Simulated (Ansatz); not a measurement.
A computed series for Cu: pressure series

Take Cu in the fcc (Cu type) structure (space group Fm-3m, No. 225; a = 3.6297 Å) as the base.

Cell and atoms are relaxed at each pressure.

Level of theory: DFT with PBE, PAW potentials and a 420 eV plane-wave cutoff in Ansatz (a first-principles code), no SOC.

Notes on the quantities. enthalpy: H = E + PV relative to the base's energy.

```json
[
 {"case": "base", "density": "8.83 g/cm³", "enthalpy": "–"},
 {"case": "pressure −2 GPa", "density": "8.70 g/cm³", "enthalpy": "-0.15 eV/atom"},
 {"case": "pressure −1 GPa", "density": "8.76 g/cm³", "enthalpy": "-0.07 eV/atom"},
 {"case": "pressure 0.9 GPa", "density": "8.88 g/cm³", "enthalpy": "+0.07 eV/atom"},
 {"case": "pressure 2.1 GPa", "density": "8.96 g/cm³", "enthalpy": "+0.16 eV/atom"},
 {"case": "pressure 4.5 GPa", "density": "9.09 g/cm³", "enthalpy": "+0.33 eV/atom"},
 {"case": "pressure 9 GPa", "density": "9.33 g/cm³", "enthalpy": "+0.65 eV/atom"},
 {"case": "pressure 15 GPa", "density": "9.62 g/cm³", "enthalpy": "+1.07 eV/atom"},
 {"case": "pressure 22.5 GPa", "density": "9.94 g/cm³", "enthalpy": "+1.57 eV/atom"},
 {"case": "pressure 30 GPa", "density": "10.22 g/cm³", "enthalpy": "+2.06 eV/atom"}
]
```

Load acts through the strain it causes; cell and atoms are relaxed under it. No phonon test of stability was made. Competing high-pressure phases were not computed. The final runs are not spin-polarised.
